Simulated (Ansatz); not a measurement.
The starting structures come from a database of crystals and need not be the phases stable at ambient conditions.

The decay constant κ of evanescent states in the gap governs leakage through a thin film.

```
CdGa2Te4
1.0
    7.40273     0.00000     0.00000
    2.17900     7.07477     0.00000
    2.61187    -3.53739     4.39715
Cd Ga Te
1 2 4
Direct
  0.00000   0.00000   0.00000
  0.75000   0.75000   0.50000
  0.50000   0.50000   0.00000
  0.88203   0.39241   0.98194
  0.58953   0.13603   0.52844
  0.39241   0.88203   0.01806
  0.13603   0.58953   0.47156
```

Space group of this cell: I-4. The cell is taken as given.

Transport runs along the normal of the first two printed cell vectors, the (110) plane of the conventional cell.

The gap is the functional's own. No spin-orbit coupling. Mid-gap values are interpolated on the energy grid.

**Question.** Estimate the band gap and the smallest decay constant κ at mid-gap that r2SCAN in Ansatz (an electronic-structure program) returns for this system.

**Answer.** Gap 1.59 eV on a 8×8×8 mesh; κ = 0.108 1/Å, at the zone centre.
